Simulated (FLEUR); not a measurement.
Worked example: self-consistent single point of NdCu2Ge2 (I4/mmm, 5 atoms in the cell) in FLEUR.

Level of theory: FLEUR with PBEsol, all-electron FLAPW (FLEUR), scalar-relativistic valence.

The change in words: lattice scaled by 0.98. Reference geometry:
```yaml
crystal:
  lattice:
    - [-2.06871, 2.06871, 5.08282]
    - [2.06871, -2.06871, 5.08282]
    - [2.06871, 2.06871, -5.08282]
  atoms:
    - { symbol: Nd, position: [0.00000, 0.00000, 0.00000], spin: 3.0 }
    - { symbol: Cu, position: [0.75000, 0.25000, 0.50000] }
    - { symbol: Cu, position: [0.25000, 0.75000, 0.50000] }
    - { symbol: Ge, position: [0.62350, 0.62350, 0.00000] }
    - { symbol: Ge, position: [0.37650, 0.37650, 0.00000] }
```
(The spins are starting values, not results.)

Reference input (self-consistent single point, DFT, PBEsol, all-electron FLAPW (FLEUR), scalar-relativistic valence): Kmax = 3.8 1/bohr; GmaxXC = 13.3 1/bohr; xcFunctional = PBEs; jspins = 2; l_soc = F; mode = gauss; fermiSmearingEnergy = 0.00367493 Htr; mesh (inpgen div1-3) = 5 5 5; inpgen gamma flag = false; Gmax = 13.3 1/bohr; numbands = 0; maxIterBroyd = 40. This run's input differs from it in these lines:

```diff
@@ -3,5 +3,5 @@
 &input film=f /
--3.9092858826 3.9092858826 9.6051282921
-3.9092858826 -3.9092858826 9.6051282921
-3.9092858826 3.9092858826 -9.6051282921
+-3.8311003540 3.8311003540 9.4130262932
+3.8311003540 -3.8311003540 9.4130262932
+3.8311003540 3.8311003540 -9.4130262932
 1.0
@@ -47,5 +47,5 @@
          <bravaisMatrix>
-            <row-1>   -3.9092858825999999     3.9092858825999999     9.6051282920999999</row-1>
-            <row-2>    3.9092858825999999    -3.9092858825999999     9.6051282920999999</row-2>
-            <row-3>    3.9092858825999999     3.9092858825999999    -9.6051282920999999</row-3>
+            <row-1>   -3.8311003540000002     3.8311003540000002     9.4130262931999997</row-1>
+            <row-2>    3.8311003540000002    -3.8311003540000002     9.4130262931999997</row-2>
+            <row-3>    3.8311003540000002     3.8311003540000002    -9.4130262931999997</row-3>
          </bravaisMatrix>
```

Output (repeated stretches shortened):

```
 Iteration:     1   Distance:      54.16210756 me/bohr^3
 Iteration:     2   Distance:      28.71380467 me/bohr^3
 Iteration:     3   Distance:      16.07093007 me/bohr^3
 Iteration:     4   Distance:       8.33100152 me/bohr^3
 Iteration:     5   Distance:       8.48172614 me/bohr^3
   [... 51 lines left out ...]
 Iteration:    57   Distance:       0.05376591 me/bohr^3
 Iteration:    58   Distance:       0.00705164 me/bohr^3
 Iteration:    59   Distance:       0.00818164 me/bohr^3
 Iteration:    60   Distance:       0.00381471 me/bohr^3
 Run finished successfully
 Stop message:
   all done

[file out, last iteration]
             iter=     60
[...]
          total density-effective poten   -2.8250053296E+04
          total charge density-energy d   -5.0883621882E+02
 Updated energy parameters for spin:           1
 Updated energy parameters for spin:           2
[...]
 fermi energy and band-weighting factors:
   [... lines left out ...]
          first approx. to ef    (T=0)  :   0.386599 htr   (energy of the highest occ. eigenvalue)
          total moment                 =     3.23253
 Direct bandgap for spin            1 :    1.7535756069055886E-003  Htr
 Direct bandgap for spin            2 :    2.4624235164357133E-002  Htr
   [... lines left out ...]
Orbital  moments |                   Global Frame                     |                    Local Frame
Atom      |m|    | mx        my        mz        alpha     beta       | mx        my        mz        alpha     beta
     1  0.000000 |  0.000000  0.000000  0.000000  0.000000  0.000000  |  0.000000  0.000000  0.000000  0.000000  0.000000 omm
     2  0.000000 |  0.000000  0.000000  0.000000  0.000000  0.000000  |  0.000000  0.000000  0.000000  0.000000  0.000000 omm
     3  0.000000 |  0.000000  0.000000  0.000000  0.000000  0.000000  |  0.000000  0.000000  0.000000  0.000000  0.000000 omm
     t o t a l  e n e r g y
          sum of eigenvalues =            -10220.2532991121
          density-effective potential i   -28250.0532955374
          charge density-ex.-corr.energ     -508.8362188220
```

The run ended unconverged after 60 iterations. 

The starting cell comes from a database of computed structures (which also holds hypothetical and non-ambient phases and stackings), without a prior relaxation at this level. For this run, on top of that: lattice scaled by 0.98. Spin-orbit coupling is off. Values depend on the basis (sphere radii, cutoffs, local orbitals), which need not be converged.

Cost on one core of a shared machine: roughly 9 min.
